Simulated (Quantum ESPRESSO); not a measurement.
# Convergence study of the plane-wave cutoff for InAs (R3m, 2 atoms in the cell)

```
InAs
1.0
    0.00000     3.02091     3.02091
    3.02091     0.00000     3.02091
    3.02091     3.02091     0.00000
In As
1 1
Direct
  0.00478   0.00478   0.00478
  0.25000   0.25000   0.25000
```

Method: LDA (PZ), PSlibrary PAW (LDA) pseudopotentials (plane waves; Quantum ESPRESSO).

Base settings: ecutwfc = 50 Ry; ecutrho = 300 Ry; occupations = smearing; smearing = fd; degauss = 0.0036749 Ry; potentials = {In: In.pz-dn-kjpaw_psl.1.0.0.UPF, As: As.pz-n-kjpaw_psl.1.0.0.UPF}; K_POINTS = automatic 3 3 3 0 0 0; conv_thr = 1e-10 Ry; mixing_beta = 0.7.

Moved along: ecutrho.

The second cell is the first with its lattice scaled by 0.98.

The mesh stays at the base's, so the ladder's end is converged at best in this setting alone.

Only quantities that move along the ladder and can be compared are tabulated.

The count of work is k-points × plane waves × bands × iterations; it is no time. 

The starting cell has typed, rounded lattice constants, without a prior relaxation at this level. Its lattice was rescaled by up to half a per cent. One atom was moved a little off its site on purpose. The run gives no clean gap (levels at the Fermi energy touch, overlap or are partly filled at this smearing), which alone does not show that the compound is a metal. Without a gap this mesh is coarse (it stands for a supercell whose shortest vector is 13 Å).

| ecutwfc | free energy less the last step's (meV/atom) | energy of the compressed cell less the first (meV/atom) | pressure (GPa) | largest difference of a force vector from the last step's (eV/Å) | count of work / last |
|---|---|---|---|---|---|
| 17.5 Ry | 50420.50 | 74.58 | -990.47 | 0.058 | 0.070 |
| 20 Ry | 24245.41 | -90.48 | -571.95 | 0.044 | 0.076 |
| 22 Ry | 12904.01 | -56.17 | -343.76 | 0.006 | 0.097 |
| 25 Ry | 4945.45 | 69.71 | -155.38 | 0.019 | 0.11 |
| 28 Ry | 1790.19 | 101.74 | -66.20 | 0.009 | 0.13 |
| 30 Ry | 857.82 | 33.89 | -35.01 | 0.002 | 0.14 |
| 35 Ry | 138.74 | 38.82 | -4.39 | 0.001 | 0.16 |
| 40 Ry | 62.21 | 38.26 | 1.49 | 0.001 | 0.20 |
| 45 Ry | 58.91 | 38.06 | 1.34 | 0.001 | 0.23 |
| 50 Ry | 41.85 | 37.57 | 0.84 | 0.001 | 0.30 |
| 55 Ry | 22.14 | 38.37 | 0.94 | 0.000 | 0.32 |
| 60 Ry | 10.08 | 37.90 | 1.30 | 0.000 | 0.35 |
| 68 Ry | 5.39 | 38.02 | 1.64 | 0.000 | 0.48 |
| 75 Ry | 5.09 | 38.03 | 1.62 | 0.000 | 0.49 |
| 88 Ry | 1.87 | 38.03 | 1.57 | 0.000 | 0.62 |
| 100 Ry | 0.35 | 38.06 | 1.65 | 0.000 | 0.75 |
| 120 Ry | 0.00 | 38.04 | 1.63 | 0.000 | 1.0 |

Coarsest ecutwfc that holds the energy of the compressed cell less the first within 0.2 meV/atom of the last step, with all finer ones: 60 Ry, at 0.35 of the last step's count of work; the step before is off by 0.33 meV/atom.

Coarsest ecutwfc that holds the pressure within 0.5 GPa of the last step, with all finer ones: 60 Ry, at 0.35 of the last step's count of work; the step before is off by 0.70 GPa.

Coarsest ecutwfc that holds the forces within 0.01 eV/Å of the last step, with all finer ones: 28 Ry, at 0.13 of the last step's count of work; the step before is off by 0.019 eV/Å.

The energy difference between the two cells stays within 1 meV/atom of the last step's from 35 Ry on, the total only from 100 Ry on: much of the error is common to both cells and cancels.

Two neighbours can agree and both be off: 68 Ry and 75 Ry differ by 0.30 meV/atom in the free energy, yet lie about 5.1 meV/atom from the last step.

At the lowest cutoff the pressure lies 992 GPa under the last step's, the usual sign of Pulay stress in an incomplete plane-wave basis.
